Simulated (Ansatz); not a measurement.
BeTe under load (space group Imm2), r2SCAN with spin-orbit coupling, rigid bands run with Ansatz (an electronic-structure program). Condition of this run: uniaxial stress along [110] of -2 GPa (compression positive) (the target of the relaxation). Band gap 1.96 eV, N_c = 1.00e19 cm⁻³ and N_v = 5.69e18 cm⁻³ at 300 K, conductivity masses along z (a = (0.03, 2.86, 2.81) Å; b = (2.86, 0.03, 2.81) Å; c = (2.88, 2.88, 0.00) Å) of 1.79 mₑ (electrons) and 0.382 mₑ (holes). Take k_BT = 0.02585 eV.

**Question.** What thermal injection velocity √(2k_BT/πm) limits a ballistic channel along the direction named?

**Answer.** 4.02e6 cm/s for electrons and 8.70e6 cm/s for holes, a ratio of √(m_h/m_e) = 0.462, for dilute carriers.

**Question.** What built-in voltage has an abrupt junction with N_A = 1e17 and N_D = 1e17 cm⁻³, all dopants ionised?

**Answer.** V_bi = E_g/e − (k_BT/e) ln(N_c N_v/(N_A N_D)) = 1.96 − 0.02585 × 8.65 = 1.74 V, for the computed gap.

**Question.** Find the intrinsic carrier density and the intrinsic Fermi level.

**Answer.** n_i = √(N_c N_v) exp(−E_g/2k_BT) = 7.54e18 × exp(−37.91) = 2.6e2 cm⁻³. The level lies (k_BT/2) ln(N_v/N_c) = -7 meV from mid-gap (positive towards the conduction band). Each 0.1 eV added to the gap lowers n_i by a factor of 6.9.

Rigid bands with the computed gap; masses take one relaxation time for all states.
